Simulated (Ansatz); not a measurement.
**LuSi (Cmcm, No. 63; cell taken from a computed entry)**

Method: PBEsol (plane waves, PAW; Ansatz, a first-principles code).

Settings: plane-wave cutoff 520 eV, 14×14×14 k mesh, Fermi–Dirac smearing 0.05 eV, scalar-relativistic PAW data made under PBE.

Cell: relaxed at this level.

- band gap: none
- bulk modulus B0: 103 GPa

Note: the relaxation could not lower the start's symmetry, so the cell can be a saddle point above a distorted one; the bulk modulus is −V dP/dV from two relaxed cells at ±2 % in volume.

Spin–orbit coupling is not included; it can open a gap where bands touch, and shift volumes and moduli.

Computed values are for the static lattice.

It cost roughly 10 core-minutes of CPU time.
